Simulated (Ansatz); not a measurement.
Start from SiGe in the wurtzite structure (space group P6_3mc, No. 186; a = 3.904 Å, c = 6.455 Å; a model cell, its experimental status unchecked).

Method: Ansatz (a first-principles code), r2SCAN, PAW, cutoff 500 eV, no spin-orbit coupling.

Base values:

```
Property                                      Value
-----------------------------  --------------------
Width of the top valence band               3.59 eV
Valence-band top at Γ          0.00, 0.00, -0.34 eV
```

Perturbation: a hydrostatic pressure of 2.1 GPa.

**Question.** Estimate the effect on the width of the top valence band.

**Answer.** The width of the top valence band grows by 0.08 eV, from 3.59 eV to 3.67 eV.

**Question.** What does the calculation give for the valence-band top at Γ after the change?

**Answer.** The valence-band top at Γ (three highest levels, from the VBM) becomes 0.00, 0.00, -0.36 eV (base: 0.00, 0.00, -0.34 eV).

The levels and masses belong to the bands next to the band gap. Load acts through the strain it causes; cell and atoms are relaxed under it. Whether these cells are dynamically stable was not tested.
